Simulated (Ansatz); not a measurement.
# Short convergence ladders for Li₂Al (Cm, 6 atoms in the cell)

```
CELL_PARAMETERS angstrom
      2.29917    -4.84774     0.00000
      2.29917     4.84774     0.00000
      0.00000     0.00000     4.44419
ATOMIC_POSITIONS crystal
  Li 0.24139 0.75861 0.26125
  Li 0.75861 0.24139 0.75000
  Li 0.58986 0.41014 0.25000
  Li 0.41014 0.58986 0.75000
  Al 0.92502 0.07498 0.25000
  Al 0.07498 0.92502 0.75000
```

Base method: PBEsol, default PAW files made with PBE (plane waves; Ansatz, a quantum-chemistry and plane-wave program).

Base settings: basis.ecutwfc = 420 eV; kpoints.mp_grid.grid = 7 7 7; hamiltonian.xc = pbesol; hamiltonian.pseudopotentials = {kind: paw} (the program's default PAW files); scf.occupations.method = gaussian; scf.occupations.width = 0.1 eV.

The count of work is k-points × plane waves × bands × iterations; it is no time. Core times come from one kind of shared machine, to one figure; runs under 30 s give none.

**The cutoff for other potential files**

Level: DFT, PBEsol, plane waves, harder PAW files (source: ansatz) made with PBE.

In this ladder: hamiltonian.pseudopotentials = {kind: paw, source: ansatz}.

The second cell is the first with its lattice scaled by 0.98.

The mesh stays at the base's, so the ladder's end is converged at best in this setting alone.

The first pressure column holds Ansatz's estimate of the finite-basis (Pulay) stress, which hides part of the cutoff error; the other is without it.

Only quantities that move along the ladder and can be compared are tabulated.

```tsv
basis.ecutwfc	free energy less the last step's (meV/atom)	energy of the compressed cell less the first (meV/atom)	pressure (GPa)	pressure without the Pulay estimate (GPa)	largest difference of a force vector from the last step's (eV/Å)	count of work / last	core time / last (rough)
405 eV	1383.19	2.47	-0.87	-71.85	0.039	0.11	–
495 eV	222.77	1.95	-0.71	-15.83	0.002	0.15	–
630 eV	9.11	2.66	-0.65	-1.65	0.001	0.21	–
765 eV	0.46	2.73	-0.64	-0.66	0.000	0.28	–
900 eV	0.30	2.72	-0.64	-0.65	0.000	0.36	–
1080 eV	0.19	2.72	-0.65	-0.65	0.000	0.47	0.3
1350 eV	0.07	2.71	-0.65	-0.65	0.000	0.65	0.6
1800 eV	0.00	2.72	-0.65	-0.65	0.000	1.0	1
```

Coarsest basis.ecutwfc that holds the forces within 0.005 eV/Å of the last step, with all finer ones: 495 eV, at 0.15 of the last step's count of work; the step before is off by 0.039 eV/Å.

Coarsest basis.ecutwfc that holds the free energy within 5 meV/atom of the last step, with all finer ones: 765 eV, at 0.28 of the last step's count of work; the step before is off by 9.1 meV/atom.

Coarsest basis.ecutwfc that holds the pressure within 0.05 GPa of the last step, with all finer ones: 630 eV, at 0.21 of the last step's count of work; the step before is off by 0.07 GPa.

The energy difference between the two cells stays within 1 meV/atom of the last step's from 405 eV on, the total only from 765 eV on: much of the error is common to both cells and cancels.

At the lowest cutoff the pressure without the Pulay estimate lies 71.2 GPa under the last step's, the usual sign of Pulay stress in an incomplete plane-wave basis.

**The relaxed cell against the cutoff**

On Li2Al (Cmcm, 6 atoms in the cell): atoms on their sites.

In this ladder: relax = cell and atoms.

The mesh stays at the base's, so the ladder's end is converged at best in this setting alone.

Only quantities that move along the ladder and can be compared are tabulated.

```tsv
basis.ecutwfc	relaxed volume (Å³/atom)	relaxation steps
210 eV	16.514	7
250 eV	16.283	6
295 eV	16.209	6
355 eV	16.163	4
420 eV	16.151	4
505 eV	16.149	4
630 eV	16.149	4
840 eV	16.149	4
```

Coarsest basis.ecutwfc that holds the relaxed volume within 0.081 Å³/atom of the last step, with all finer ones: 295 eV; the step before is off by 0.13 Å³/atom.

At the lowest cutoff the cell relaxes to a volume 2.3 % larger than at the highest. Ansatz relaxes on a stress corrected for the finite basis.

On the base run: the starting cell comes from a database of computed structures (which also holds hypothetical and non-ambient phases and stackings), without a prior relaxation at this level. Its lattice was rescaled by up to half a per cent. One atom was moved a little off its site on purpose.

Keys are those of Ansatz 0.2.
